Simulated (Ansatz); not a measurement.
Given:

```
CELL_PARAMETERS angstrom
      0.00000     2.50542     2.50542
      2.50542     0.00000     2.50542
      2.50542     2.50542     0.00000
ATOMIC_POSITIONS crystal
  Sr 0.00000 0.00000 0.00000
  O  0.50000 0.50000 0.50000
```

The numbers are results of PBE, rigid bands (plane waves, PAW, scalar-relativistic; Ansatz, a program for electronic structure), not measurements. Condition of this run: hydrostatic pressure of 7.2 GPa (compression positive) (the target of the relaxation). How the cell was made: cell and atoms relaxed with PBEsol, then loaded as said.

**Question.** Predict the electron conductivity mass (n e² τ/σ) at 300 K, by direction if it differs.

**Answer.** 0.50 mₑ.

**Question.** Predict the hole conductivity mass (n e² τ/σ) at 300 K, by direction if it differs.

**Answer.** 1.26 mₑ.

**Question.** And the band gap?

**Answer.** 3.26 eV at this level; semilocal functionals usually fall short of the measured gap.

Rigid bands, one relaxation time for all states, no polarons. Spin-orbit coupling is left out; where it splits the top of the valence band it changes the hole mass and lowers the gap by about a third of the splitting. Geometry: cell and atoms relaxed with PBEsol.
